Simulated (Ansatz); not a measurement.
Functionals compared on the (102) surface of beta tin in its 1x1 cell, outermost plane spacing 0.78 Å in the ideal cut, in Ansatz (plane waves, PAW). The structure was relaxed with PBE; the other rows are single points on it. Cutoff 420 eV (500 eV for r2SCAN).

Model: 28-atom slab, 10.1 Å thick at the start (thin: gaps and levels are the slab's own), 7x3x1 mesh, Fermi-Dirac 0.1 eV, dipole correction, all atoms relaxed; held to the start's symmetry, so lower structures may exist; no spin, no spin-orbit, no U. These notes are the PBE run's.

```
functional  work function of the top face (eV)         rough cost of the single point
----------  ----------------------------------  -------------------------------------
PBE                                       4.10                                      –
LDA                                       4.37          around 8 core-minutes (rough)
PBEsol                                     ___  about 8 core-minutes (a rough figure)
RPBE                                      3.99          around 9 core-minutes (rough)
r2SCAN                                    4.24           very roughly 15 core-minutes
```

Task: Some entries are withheld; supply them.

Result: 
- PBEsol, work function of the top face (eV): 4.18

Ansatz is an electronic-structure program.
